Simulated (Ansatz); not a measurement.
A computed series for TaN: pressure series

Base system: TaN (space group P6/mmm, No. 191; a = 5.202 Å, c = 2.906 Å).

Cell and atoms are relaxed at each pressure.

Computed with PBEsol, PAW, 420 eV (Ansatz, an electronic-structure program; spin-orbit coupling left out).

Notes on the quantities. enthalpy: H = E + PV relative to the base's energy.

| variant | enthalpy | shortest interatomic distance |
|---|---|---|
| base | – | 2.090 Å |
| pressure −2 GPa | -0.14 eV/atom | 2.094 Å |
| pressure −1 GPa | -0.07 eV/atom | 2.092 Å |
| pressure 0.3 GPa | +0.02 eV/atom | 2.089 Å |
| pressure 0.7 GPa | +0.05 eV/atom | 2.088 Å |
| pressure 1.5 GPa | +0.11 eV/atom | 2.087 Å |
| pressure 3 GPa | +0.21 eV/atom | ___ |
| pressure 5 GPa | +0.35 eV/atom | 2.080 Å |
| pressure 7.5 GPa | +0.52 eV/atom | 2.075 Å |
| pressure 10 GPa | +0.70 eV/atom | 2.071 Å |

Task: What belongs in the blanks?

Result: 
- pressure 3 GPa, shortest interatomic distance: 2.084 Å

Load acts through the strain it causes; cell and atoms are relaxed under it. Stability against distortions was not tested. No other phases were tried under pressure. The final runs are not spin-polarised. This is not the structure that TaN has at room temperature and ambient pressure.
